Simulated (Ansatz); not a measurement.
## What tensor shear ε_xy = +1.14 % does to Al

Base system: Al in the fcc (Cu type) structure (space group Fm-3m, No. 225; a = 4.015 Å; relaxed with 0.1 eV smearing). Axes: x, y, z lie along the cube axes.

It is then changed as follows: tensor shear ε_xy = +1.14 % (engineering shear γ = 0.0228); the atoms relax in the strained cell.

Calculations: PBEsol (Ansatz, a program for electronic structure), no spin-orbit coupling. Γ-centred 28×28×28 mesh, Fermi–Dirac width 0.1 eV.

The volume per atom stays essentially unchanged (16.19 Å³ against 16.18 Å³) and the space group changes from Fm-3m (No. 225) to Immm (No. 71). The shortest interatomic distance falls by 0.032 Å to 2.807 Å and the energy goes up by 0.8 meV/atom. The band gap stays zero and the stress (xx, yy, zz, yz, xz, xy; compression positive) comes out as (0.0, 0.0, 0.1, 0.0, 0.0, -0.8) GPa.

No phonon test of stability was made.
